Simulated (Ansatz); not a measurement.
## Pressure series in Ta2O5

The parent structure is Ta$_{2}$O$_{5}$ (space group Pmmm, No. 47; a = 3.670 Å, b = 3.859 Å, c = 6.433 Å).

Cell and atoms are relaxed at each pressure.

Method: PBEsol/PAW in Ansatz (a quantum-chemistry and plane-wave program), no spin-orbit coupling.

```
P (GPa)  V (Å³/atom)
-------  -----------
-2.00         13.146
-1.00         13.080
0.30          12.998
0.70          12.973
1.50          12.924
3.00          12.835
5.00          12.722
7.50          12.588
```

A third-order Birch–Murnaghan fit to these points gives V₀ = 13.02 Å³/atom, B₀ = 207 GPa and B₀′ = 4.6. At pressure 7.5 GPa the volume is 96.7 % of V₀.

Load acts through the strain it causes; cell and atoms are relaxed under it. Whether these cells are dynamically stable was not tested. No other phases were tried under pressure. The base started in Pccm and relaxed to Pmmm at this level.
